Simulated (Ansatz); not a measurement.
## Effect of pressure 3 GPa on Ta5Si3

Consider Ta5Si3 (space group I4/mcm, No. 140; a = 6.5035 Å, c = 11.8140 Å).

The change: cell and atoms relaxed at a pressure of 3 GPa.

Method: Ansatz (a program for electronic structure) PBEsol, no spin-orbit coupling. k-mesh 8×8×8 (Γ-centred); smearing 0.05 eV (Fermi–Dirac).

```tsv
quantity	base	changed	shift
volume per atom	15.62 Å³	15.42 Å³	-0.20 Å³
density	13.15 g/cm³	13.32 g/cm³	+0.17 g/cm³
c/a ratio	1.817	1.816	-0.001
enthalpy H = E + PV relative to the base's energy	–	+0.29 eV/atom	–
band gap	zero	zero	–
```

Load acts through the strain it causes; cell and atoms are relaxed under it. Stability against distortions was not tested. All final runs are without spin polarisation.
